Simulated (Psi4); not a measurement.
Psi4 1.11, unrestricted WB97X/def2-svp: C1=CC2C=C[C]1C2, charge 0, multiplicity 2, 14 atoms. The geometry is a generated start, not checked to be a minimum at this level.

| Item | Value |
|---|---|
| task | energy |
| method | wb97x |
| basis | def2-svp |
| memory | 3 GB |
| maxiter | 100 |
| keys of the molecule block | symmetry c1 |
| scf_type | df (default) |
| e_convergence | 1e-06 (default) |
| d_convergence | 1e-06 (default) |
| dft_radial_points | 75 (default) |
| dft_spherical_points | 302 (default) |
| basis functions | 133 |
| grid points | 293524 |

```xyz
14

C      1.5107    -0.2048    -0.3689
C      1.0992    -0.1778     0.8961
C     -0.3670     0.2486     0.8923
C     -1.1438    -0.8415     0.1617
C     -0.7130    -0.8635    -1.0978
C      0.3206     0.2168    -1.1733
C     -0.2906     1.2772    -0.2667
H      2.4563    -0.5131    -0.7711
H      1.6359    -0.4491     1.7856
H     -0.7755     0.5769     1.8452
H     -1.8552    -1.4897     0.6398
H     -0.9803    -1.5310    -1.8952
H     -1.2665     1.6338    -0.5926
H      0.3693     2.1171    -0.0551
```

Charge 0 and multiplicity 2 are set for this test and not shown to be the ground state.

With the defaults (damping_percentage = 0, diis = true, scf_initial_accelerator = adiis, soscf = false, soscf_start_convergence = 0.01, guess = auto, which took SAD, diis_max_vecs = 10) it converges in 10 SCF iterations. One run each on 2 threads, with these changes:
- diis_max_vecs = 3
- guess = sadno
- guess = sap
- damping_percentage = 60
- scf_initial_accelerator = none
- soscf = true, soscf_start_convergence = 0.001
- damping_percentage = 60, diis = false, scf_initial_accelerator = none
- scf_initial_accelerator = ediis
- guess = modhuckel

Name the settings that don't reach the solution of the defaults.

No convergence: damping_percentage = 60; damping_percentage = 60, diis = false, scf_initial_accelerator = none (the run ends without SCF convergence in 100 iterations). The rest reach the solution of the defaults.

```json
[
 {"setting": "soscf = true, soscf_start_convergence = 0.001", "SCF iterations": "7", "JK calls": "23", "end": "same solution"},
 {"setting": "the defaults", "SCF iterations": "10", "JK calls": "11", "end": "same solution"},
 {"setting": "scf_initial_accelerator = none", "SCF iterations": "10", "JK calls": "11", "end": "same solution"},
 {"setting": "scf_initial_accelerator = ediis", "SCF iterations": "10", "JK calls": "11", "end": "same solution"},
 {"setting": "guess = modhuckel", "SCF iterations": "11", "JK calls": "21", "end": "same solution"},
 {"setting": "guess = sap", "SCF iterations": "11", "JK calls": "11", "end": "same solution"},
 {"setting": "guess = sadno", "SCF iterations": "11", "JK calls": "11", "end": "same solution"},
 {"setting": "diis_max_vecs = 3", "SCF iterations": "14", "JK calls": "15", "end": "same solution"},
 {"setting": "damping_percentage = 60", "SCF iterations": "100", "JK calls": "101", "end": "no convergence"},
 {"setting": "damping_percentage = 60, diis = false, scf_initial_accelerator = none", "SCF iterations": "100", "JK calls": "101", "end": "no convergence"}
]
```

An SOSCF iteration holds several JK calls; a Hückel guess adds calls on atoms.
